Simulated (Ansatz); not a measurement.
## Sc, element substitutions

The parent structure is Sc in the hcp (Mg type) structure (space group P6_3/mmc, No. 194; a = 3.3295 Å, c = 5.1917 Å).

Each row replaces one element on all its sites; cell and atoms are relaxed.

All numbers come from r2SCAN (Ansatz, a quantum-chemistry and plane-wave program), no spin-orbit coupling.

```csv
case,volume per atom,c/a ratio
base,24.92 Å³,1.559
Sc → Ca,43.40 Å³,…
Sc → Ti,…,1.579
Sc → Tl,30.06 Å³,1.591
Sc → Y,33.46 Å³,1.548
```

**Question.** Some entries are withheld; estimate them.

**Answer.** 
- Sc → Ca, c/a ratio: 1.645
- Sc → Ti, volume per atom: 17.31 Å³

Whether these cells are dynamically stable was not tested. The final runs are not spin-polarised. This is not the structure that Ca has at room temperature and ambient pressure.
